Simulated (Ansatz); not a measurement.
## CaCd₂P₂ (P-3m1): band-edge transport data

Data:

```yaml
crystal:
  lattice:
    - [4.24703, 0.00000, 0.00000]
    - [-2.12352, 3.67804, 0.00000]
    - [0.00000, 0.00000, 6.92764]
  atoms:
    - { symbol: Ca, position: [0.00000, 0.00000, 0.00000] }
    - { symbol: Cd, position: [0.33333, 0.66667, 0.63830] }
    - { symbol: Cd, position: [0.66667, 0.33333, 0.36170] }
    - { symbol: P, position: [0.66667, 0.33333, 0.76128] }
    - { symbol: P, position: [0.33333, 0.66667, 0.23872] }
```

These are PBEsol, rigid bands (plane waves, PAW, scalar-relativistic; Ansatz, an electronic-structure program) values and carry that method's errors. Cell: cell and atoms relaxed with PBEsol.

- band gap = 0.88 eV
- electron conductivity mass (300 K, dilute) = 0.111 (x), 0.111 (y), 0.31 (z) mₑ
- hole conductivity mass (300 K, dilute) = 0.38 (x), 0.38 (y), 0.54 (z) mₑ
- effective density of states N_c (300 K) = 1.3e18 cm⁻³
- effective density of states N_v (300 K) = 2.0e19 cm⁻³
- density-of-states mass, electrons = 0.140 mₑ
- density-of-states mass, holes = 0.85 mₑ
- Seebeck coefficient, n-type 1e19 cm⁻³, 300 K = -111 μV/K
- Seebeck coefficient, p-type 1e19 cm⁻³, 300 K = 301 μV/K
- best p-type power factor at 300 K for τ = 10 fs (best axis; densities from 1e16 to 1e21 cm⁻³ tried, whether or not they can be reached) = 14.7 μW/(cm·K²) at 1e20 cm⁻³

Rigid bands; masses and Seebeck coefficients take one relaxation time τ for all states and one kind of carrier; polarons and phonon drag are left out. Spin-orbit coupling is left out; where it splits the top of the valence band, N_v and the p-type Seebeck coefficient come out somewhat high without it.

Formula and space group known from diffraction (Crystallography Open Database), not checked to be the room-temperature form: CaCd2P2 (P-3m1).
